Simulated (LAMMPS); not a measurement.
LAMMPS 22 Jul 2025, classical MD, EAM (Finnis-Sinclair form) (Mg_mm.eam.fs): Mg, 55296 atoms.

```text
units metal
atom_style atomic
read_data unit.data
replicate 24 24 24
pair_style eam/fs
pair_coeff * * Mg_mm.eam.fs Mg
change_box all z delta 0.0 $(2*lz) units box
velocity all create 1600 4928 dist gaussian loop geom
fix 1 all nve
fix 2 all langevin 800 800 0.08 9876 zero yes
timestep 0.002
thermo 100
run 300
reset_timestep 0
write_restart start.rst
```

```text
processors 4 4 4
read_restart start.rst
pair_style eam/fs
pair_coeff * * Mg_mm.eam.fs Mg
neighbor 2.0 bin
neigh_modify every 1 delay 0 check yes
fix 1 all nve
timestep 0.002
thermo_style custom step temp pe etotal press
thermo_modify format float %.10g
thermo 100
group probe id 1:48
dump probe probe custom 1000000 forces.txt id fx fy fz
dump_modify probe sort id format float %.8g
run 800
```

```bash
# ahead of the timed run: OMP_NUM_THREADS=1 mpirun -np 48 lmp -in in.warm -log none -nocite
OMP_NUM_THREADS=1 mpirun -np 64 lmp -in in.lmp -log log.lammps -nocite
```

Hardware: Arm Neoverse V2, 96 cores on 1 socket, no SMT, 1 L3 cache group.

On 64 ranks this takes 3.7 s. Each time is the median wall time of two to five repeats, run one at a time on the otherwise empty machine; start-up is included. Processes are pinned to neighbouring cores unless said otherwise. Build: PyPI wheel: MPICH, OPENMP and OPT packages. Other compilers and libraries give other times. Scratch files lie in a memory file system. A preparatory run goes ahead and isn't timed.

What should be changed to get the same answer (within 1.0 meV/atom in energy, 10 meV/Å in forces on 48 atoms, 0.20 meV an atom in drift of the total energy) sooner? Keep to 64 cores.

Several could match; the one computed here: going from processors = 4 4 4 to processors = * * 1, one of the fastest among the values tried that keep the result.

```diff
-processors 4 4 4
+processors * * 1
```

Time: 3.7 s to 1.5 s (2.4× as fast). The slowest rank's pair time is 1.88 times the mean in the first run and 1.02 times in the second; the others wait. What the program resolved moves too: grid of ranks from 4 by 4 by 4 to 8 by 8 by 1. These two results differ by: energy equal as printed, forces on 48 atoms equal as printed, drift of the total energy equal as printed. Others tried: processors = 8 8 1 (1.5 s); processors = 64 1 1 (2.7 s); processors = * * * (default) (3.7 s); processors = 1 1 64 (4.8 s).
